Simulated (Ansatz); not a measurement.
Rock-salt NaH, treated with r²SCAN in Ansatz (PAW).

Settings: plane-wave cutoff 600 eV, 8×8×8 k mesh, scalar-relativistic PAW data made under PBE.

Computed at the level's own relaxed cell.

Hill averages of the elastic tensor: K = 24.4 GPa, G = 21.6 GPa. Volume 13.776 Å³/atom, mean atomic mass 11.999 u.

Task: Work out the density, the sound velocities of a polycrystal and the elastic Debye temperature at this level.

Result: ρ = 1.66054 × 11.999/13.776 = 1.446 g/cm³. v_l = √[(K + 4G/3)/ρ] = 6.066 km/s and v_t = √(G/ρ) = 3.865 km/s. The mean follows from 3/v_m³ = 1/v_l³ + 2/v_t³: v_m = 4.249 km/s. Θ_D = (ħ/k_B) v_m (6π²/V)^(1/3) = 76.38 K Å s/km × 4.249 × 1.6260 Å⁻¹ = 528 K, counting all atoms of the cell.

Ansatz is a quantum-chemistry and plane-wave program.
